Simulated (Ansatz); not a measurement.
Candidates (primitive cells; geometry: cell and atoms relaxed with PBEsol):
A. AlN (P6_3mc), a = b = 3.1138 Å, c = 4.9837 Å, α = β = 90.00°, γ = 120.00°
B. BP (F-43m), a = b = c = 3.196 Å, α = β = γ = 60.00°
C. GaN (P6_3mc), a = b = 3.1826 Å, c = 5.1854 Å, α = β = 90.00°, γ = 120.00°
D. GaSb (F-43m), a = b = c = 4.3216 Å, α = β = γ = 60.00°

Problem. Rank these by hole conductivity mass (highest first), as r2SCAN with spin-orbit coupling, rigid bands (Ansatz, a program for electronic structure) gives it.

Solution. C (1.52 mₑ), A (1.00 mₑ), B (0.40 mₑ), D (0.29 mₑ)

Masses are for dilute carriers at 300 K, harmonic means over directions unless an axis is named.
